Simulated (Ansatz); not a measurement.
Consider ZnO (space group Pm-3n, No. 223; a = 5.657 Å; a hypothetical phase, not in the database extracts checked).

Calculations: PBE/PAW in Ansatz (a program for electronic structure), no spin-orbit coupling.

Before the change:

| Item | Result |
|---|---|
| Band gap | 1.05 eV |
| Width of the top valence band | 0.96 eV |
| Pressure | 0.01 GPa |
| Electron mass | 0.21 mₑ (at Γ) |

It is then changed as follows: an isotropic linear strain of +1.12 %, atoms relaxed at fixed cell.

**Question.** Estimate the effect on the band gap, width of the top valence band, pressure, electron mass and energy relative to the base.

**Answer.** The band gap falls by 0.03 eV to 1.02 eV; the width of the top valence band shrinks by 0.05 eV to 0.91 eV; the pressure drops by 3.23 GPa to -3.22 GPa; the electron mass goes from 0.21 mₑ (at Γ) to 0.20 mₑ (at Γ); the energy increases by 5.3 meV/atom.

Masses are band curvatures over ±0.01 Å⁻¹ around the edge. Stability against distortions was not tested.
